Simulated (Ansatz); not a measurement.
Consider SiC in the wurtzite structure (space group P6_3mc, No. 186; a = 3.0919 Å, c = 5.0742 Å). Axes: x lies along a and z along c of the hexagonal cell.

Level of theory: PBE, PAW, 420 eV (Ansatz, an electronic-structure program; spin-orbit coupling left out), earlier PAW set.

It is then changed as follows: every lattice vector is shortened by 0.77 %, atoms relaxed at fixed cell.

**Question.** Predict the stress tensor and what it implies for the stiffness.

**Answer.** Stress of the strained cell less that of the base (GPa, compression positive):
```
   5.23    0.00    0.00
   0.00    5.23    0.00
   0.00    0.00    5.10
```

Then B = −ΔP/(ΔV/V₀) with ΔV/V₀ = -0.0229 gives secant stiffness values (nonlinear terms included at this strain): B (at held cell shape, above the free-shape value) ≈ 226 GPa.

No phonon test of stability was made.
